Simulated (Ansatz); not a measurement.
Consider the following.

```yaml
crystal:
  lattice:
    - [0.00000, 2.42321, 2.42321]
    - [2.42321, 0.00000, 2.42321]
    - [2.42321, 2.42321, 0.00000]
  atoms:
    - { symbol: Ca, position: [0.00000, 0.00000, 0.00000] }
    - { symbol: O, position: [0.50000, 0.50000, 0.50000] }
```

No spin polarisation.

All numbers come from Kohn–Sham DFT with the PBE functional, run in Ansatz (a quantum-chemistry and plane-wave program) with PAW and 420 eV plane waves, scalar-relativistic without spin-orbit coupling. Γ-centred 12×12×12 mesh, Fermi–Dirac width 0.05 eV.

Predict the width of the top valence band.

1.14 eV.

Estimate the electron mass.

1.4 mₑ along k, 0.45 mₑ across (at X).

Estimate the gap character.

Indirect, Γ → X.

Predict the smallest direct gap.

4.04 eV.

Load acts through the strain it causes; cell and atoms are relaxed under it. Masses are band curvatures over ±0.01 Å⁻¹ around the edge. Along k means along the line from Γ to the band edge. Whether these cells are dynamically stable was not tested. The cell was made from CaO in the rock salt structure (space group Fm-3m, No. 225) by this change: pressure −1 GPa.
